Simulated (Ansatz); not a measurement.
Consider the following.

End structure of N on the 1x1 (0001) surface of hcp Co, ferromagnetic, one in a 2x1 cell, started at the site 'bridge Co-Co (span 2.5 Å)':

```
CELL_PARAMETERS angstrom
      4.98583     0.00000     0.00000
     -1.24646     2.15893     0.00000
      0.00000     0.00000    25.50000
ATOMIC_POSITIONS crystal
  Co 0.33333 0.33333 0.38286
  Co 0.83333 0.33333 0.38286
  Co 0.16667 0.66667 0.45946
  Co 0.66667 0.66667 0.45946
  Co 0.33138 0.33138 0.53909
  Co 0.83268 0.33268 0.53979
  Co 0.16318 0.66318 0.62100
  Co 0.67357 0.67357 0.61775
  N  0.35108 0.35108 0.65864
```

Slab: 9 atoms, 6.0 Å thick at the start under the adsorbate (thin: gaps and levels are the slab's own); k 7x14x1, smearing 0.1 eV, dipole-corrected; 4 atoms held, the rest relaxed; held to the start's symmetry, so lower structures may exist; spin-polarised, no spin-orbit, no U, no dispersion correction. At the end it is bonded to 3 Co. In PBE it is, or lies within 0.03 eV of, the lowest of the starts that converged.

A negative adsorption energy means that the adsorbate is more stable on the surface than in its reference.

Q: Estimate the work function of the top face that PBE (Ansatz, an electronic-structure program) returns for this input.

A: 6.13 eV

Q: Estimate the change of the work function that PBE returns for this input.

A: 1.15 eV

Q: Predict the adsorption energy against ½ N2(g) from PBE.

A: 0.095 eV

Q: What is the computed change of the step from the bottom to the top vacuum level, against the clean slab (PBE)?

A: 1.17 eV
